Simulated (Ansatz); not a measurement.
Input and output of a self-consistent single point for Ti (P6/mmm, 3 atoms in the cell) (Ansatz, a program for electronic structure)

Method of the run: LDA (PW92), default PAW files made with PBE (plane waves; Ansatz).

The input file:

Ansatz 0.2 input:
```yaml
# Ti
crystal:
  lattice:
    - [4.544533, 0.000000, 0.000000]
    - [-2.272267, 3.935681, 0.000000]
    - [0.000000, 0.000000, 2.812109]
  atoms:
    - { symbol: Ti, position: [0.000000, 0.000000, 0.000000] }
    - { symbol: Ti, position: [0.333333, 0.666667, 0.500000] }
    - { symbol: Ti, position: [0.666667, 0.333333, 0.500000] }
basis:
  ecutwfc: 420.0 eV
kpoints:
  mp_grid: { grid: [8, 8, 12] }
hamiltonian:
  xc: lda
  pseudopotentials: { kind: paw }
scf:
  occupations: { method: fermi_dirac, width: 0.1 eV }
output:
  forces: true
  eigenvalues: true
  stress: true
```

Output (repeated stretches shortened):

```
WARN the atoms were moved onto the symmetric positions of the space group found under crystal.symmetry.tolerance 1.0e-5 (fractional …
WARN ansatz: RAYON_NUM_THREADS=1 ignored (pool sized by the plan → 1); use --threads N
Pseudopotentials: kind: paw
Pseudopotential: Ti, paw, valence charge 12
Crystal: 3 atoms, lattice volume = 50.297 Å³
Basis set: ecut = 420 eV, 963 PW (Γ)
Bands: 22, of which v1, the nominal top of the filled ones, is band 18 counted from 1 (17 counted from 0)
Symmetry: 24 space group operations
Space group: P6/mmm (ITA 191), of the structure as read, at distance tolerance 3.7e-5 Å
k-points: 70 of 768
PAW frozen core: Ti, regenerated for the run's functional, and the local potential with it
Initial density: superposition of atomic densities (neutral atoms: chi_scale 0, normalization atom), corrected by the library's trained network
Initial wavefunctions: pseudopotential atomic-orbital guess
Eigensolver: davidson
Functional: x = slater, c = lda
SCF iter   1: F=—  HF=-7350.980558 eV  |F-HF|=—  |Δ(HF+E_count)|=         —  Δρ=1.17e-2  dr2=7.78e-2  ethr=1.77e-3  ⟨swp⟩=4.0  Hψ=5251  notcnv=0
all-band conjugate gradients solve this SCF's bands
preconditioner: auto → none
SCF iter   2: F=—  HF=-7350.970956 eV  |F-HF|=—  |Δ(HF+E_count)|=   9.60e-3  Δρ=6.83e-3  dr2=3.40e-2  ethr=2.16e-4  ⟨swp⟩=1.2  Hψ=2116  notcnv=0
SCF iter   3: F=—  HF=-7350.966613 eV  |F-HF|=—  |Δ(HF+E_count)|=   4.34e-3  Δρ=7.97e-4  dr2=4.38e-4  ethr=9.45e-5  ⟨swp⟩=2.0  Hψ=1810  notcnv=0
SCF iter   4: F=—  HF=-7350.966578 eV  |F-HF|=—  |Δ(HF+E_count)|=   3.49e-5  Δρ=2.45e-4  dr2=4.32e-5  ethr=1.22e-6  ⟨swp⟩=2.3  Hψ=2679  notcnv=0
SCF iter   5: F=—  HF=-7350.966574 eV  |F-HF|=—  |Δ(HF+E_count)|=   3.58e-6  Δρ=5.79e-5  dr2=1.84e-6  ethr=1.20e-7  ⟨swp⟩=2.1  Hψ=1992  notcnv=0
SCF iter   6: F=—  HF=-7350.966574 eV  |F-HF|=—  |Δ(HF+E_count)|=   1.44e-7  Δρ=1.25e-5  dr2=1.25e-7  ethr=5.12e-9  ⟨swp⟩=2.7  Hψ=2542  notcnv=0
SCF iter   7: F=-7350.966574 eV  HF=-7350.966574 eV  |F-HF|=6.87e-10  |Δ(HF+E_count)|=   1.62e-8  Δρ=1.88e-6  dr2=1.20e-9  ethr=2.78e-10  ⟨swp⟩=3.6  Hψ=4553  notcnv=0
SCF 1 converged in 7 iterations: F = -7350.966574 eV  dr2 = 1.20e-9
SCF converged after 7 iterations
Free energy (F): -7350.966574 eV
Harris-Foulkes:  -7350.966574 eV  (|F-HF|=6.87e-10)
Internal energy: -7350.860148 eV  (E = F + TS)
E sigma→0 (E₀):  -7350.913361 eV
Entropy (-TS):   -0.106426 eV (-35.475 meV/atom)
Fermi energy:    13.482441 eV
--- Per-component energies (eV) ---
  E_band       = -455.238888
  E_kinetic    = 818.950884
  E_local      = -2402.515199  (includes V_loc(G=0)·N_el)
  E_nonlocal   = 36.745312
  E_hartree    = 986.352366
  E_xc         = -290.268233
  E_vxc        = -365.297113  (∫ρ·V_xc dr)
  E_paw        = -2997.468975  (= ΣΔE_a)
  E_vpaw       = -515.825824  (= ΣTr[D̂ρ^β])
  E_aug_tail   = 0.000297  (compensation charges beyond the density's cutoff)
  E_ewald      = -3503.634451
  E_core_change = 0.977851  (= ΣΔE_core)
  E_smearing   = -0.106426  (= −TS)
  E_closure    = -0.000000  (closes the sum)
  Σ components = -7350.966574   (vs F -7350.966574, Δ=0.00e0)
--- Forces (eV/Å), atoms counted from 1 ---
  atom   1  Ti     0.00000000     0.00000000     0.00000000
   [... zero for the other atoms too ...]
  max |Σ_I F_I| component: 9.25e-17 eV/Å
--- Stress (GPa, compression-positive) ---
       -6.584718      -0.000000       0.000000
       -0.000000      -6.584718       0.000000
        0.000000       0.000000      -6.040705
  P = ⅓ Tr σ = -6.4034 GPa (-64.034 kbar)
  The stress holds the Pulay correction. Without it, at fixed plane waves, as pw.x and ABINIT print it: P = -6.4403 GPa
--- Band table (eV; the first three rows and the last of 70) ---
  k-point 0: bands = ["-42.7034", "-42.4611", "-42.2800", "-19.3461", "-19.3461", "-19.2761", "-19.2761", "-18.9421", "-18.7385", "-18.6547", "-18.6215", "-18.6215", "7.4497", "11.4970", "12.8160", "12.8160", "12.9224", "12.9224", "13.4654", [...]
  k-point 1: bands = ["-42.6981", "-42.4581", "-42.2760", "-19.3387", "-19.3387", "-19.2716", "-19.2716", "-18.9732", "-18.7764", "-18.6862", "-18.6223", "-18.6223", "7.6107", "11.6259", "12.7042", "12.7042", "12.8415", "12.8415", "13.6788", [...]
  k-point 2: bands = ["-42.6833", "-42.4499", "-42.2651", "-19.3181", "-19.3181", "-19.2591", "-19.2591", "-19.0571", "-18.8797", "-18.7716", "-18.6246", "-18.6246", "8.0756", "11.9594", "12.4085", "12.4085", "12.6289", "12.6289", "14.2954", [...]
  k-point 69: bands = ["-42.6207", "-42.3330", "-42.3058", "-19.5275", "-19.3882", "-19.3309", "-19.1398", "-19.0952", "-19.0638", "-18.9673", "-18.8719", "-18.5594", "10.8334", "11.8070", "12.2216", "12.2524", "12.5540", "12.6551", "13.8604", [...]
```

The run converged in 7 iterations.

The starting cell comes from a database of computed structures (which also holds hypothetical and non-ambient phases and stackings), without a prior relaxation at this level. Its lattice was rescaled by up to half a per cent. Spin polarisation is off. With a pressure of about -6 GPa the cell is away from its equilibrium volume at this level. Ansatz's pressure includes its estimate of the finite-basis (Pulay) stress.
